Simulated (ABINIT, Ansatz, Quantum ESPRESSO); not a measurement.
## Ba (Im-3m, 1 atom in the cell) computed with different codes at matched settings

Self-consistent single point.

```
CELL_PARAMETERS angstrom
     -2.53435     2.53435     2.53435
      2.53435    -2.53435     2.53435
      2.53435     2.53435    -2.53435
ATOMIC_POSITIONS crystal
  Ba 0.00000 0.00000 0.00000
```

Shared settings, as Ansatz (an electronic-structure program) writes them: kpoints.mp_grid.grid = 9 9 9; magnetization.spin_orbit = true; scf.occupations.method = fermi_dirac; scf.occupations.width = 0.0073 Ry. Potentials and cutoffs stand in the table.

```
code                                                                                                       model  pressure (GPa)   cutoff
----------------  ----------------------------------------------------------------------------------------------  --------------  -------
Quantum ESPRESSO  PBE, spin-orbit coupling, PseudoDojo fully relativistic norm-conserving (PBE) pseudopotentials           -0.23    60 Ry
Ansatz                                                                   PBE with spin-orbit coupling, PAW files           -0.22  30.9 Ry
ABINIT                                                          PBE, spin-orbit coupling, PAW (JTH v2.0 PBE PAW)           -0.20    20 Ha
```

The spread over the programs that give each value: pressure within 0.03 GPa.

Ansatz's pressure is given at a fixed set of plane waves, as the other plane-wave codes print theirs.

The starting cell has typed, rounded lattice constants, without a prior relaxation at this level. Its lattice was rescaled by a random factor within 2.5 % of one.

Left out of this page: Elk and SIESTA (not drawn, or without a comparable value); FLEUR (failed or unconverged).

Keys are those of Ansatz 0.2.
